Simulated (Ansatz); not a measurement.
Start from Mg in the hcp (Mg type) structure (space group P6_3/mmc, No. 194; a = 3.1668 Å, c = 5.1884 Å).

Computed with PBEsol (Ansatz, a program for electronic structure), without spin-orbit coupling.

One change was made to it. Results:

The c/a ratio drops by 0.064 to 1.574; the lattice parameter a drops by 0.910 Å, from 3.167 Å to 2.257 Å.

### Question
Which change produced these results?
A) Mg → Be
B) Mg → Ba
C) Mg → Ca
D) Mg → Sr

### Answer
A, Mg → Be. For comparison, the lattice parameter a in the other runs: Mg → Ba gives 4.341 Å; Mg → Sr gives 4.190 Å; Mg → Ca gives 3.849 Å.

Stability against distortions was not tested. As relaxed here, Ba is a hypothetical phase, not in the database extracts checked. This is not the structure that Sr has at room temperature and ambient pressure. This is not the structure that Ca has at room temperature and ambient pressure.
